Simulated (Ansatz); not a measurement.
Take TiB2 (space group P6/mmm, No. 191; a = 3.0174 Å, c = 3.1851 Å) as the base. Axes: x lies along a and z along c of the hexagonal cell.

All numbers come from plane-wave PAW DFT at the PBEsol level (Ansatz, an electronic-structure program, 420 eV), no spin-orbit coupling.

Strains are applied to the cell and any free atomic positions relax; under biaxial strain the out-of-plane vector relaxes too.

One change was made to it. Results:

| quantity | base | after |
|---|---|---|
| pressure (mean of the normal stresses, compression positive) | 0.0 GPa | -6.5 GPa |
| band gap | zero | zero |
| volume per atom | 8.37 Å³ | 8.56 Å³ |

Question: Name the change that was made.
(A) biaxial strain −3.00 %, plane normal [001], relaxed out of plane
(B) biaxial strain +3.00 %, plane normal [001], relaxed out of plane
(C) biaxial strain +1.50 %, plane normal [001], relaxed out of plane
(D) biaxial strain −0.50 %, plane normal [001], relaxed out of plane
(E) biaxial strain +2.00 %, plane normal [001], relaxed out of plane

Answer: C, biaxial strain +1.50 %, plane normal [001], relaxed out of plane. For comparison, the pressure in the other runs: biaxial strain −0.50 %, plane normal [001], relaxed out of plane gives 2.3 GPa; biaxial strain −3.00 %, plane normal [001], relaxed out of plane gives 15.6 GPa; biaxial strain +2.00 %, plane normal [001], relaxed out of plane gives -8.6 GPa; biaxial strain +3.00 %, plane normal [001], relaxed out of plane gives -12.4 GPa.

A case with no gap was solved on a k-mesh chosen for an insulator, which is coarse for it. Without a gap, meshes like the base's 13×13×10 leave anisotropic stresses uncertain by several tenths of a GPa, and small strain energies with them. No phonon test of stability was made. All final runs are without spin polarisation.
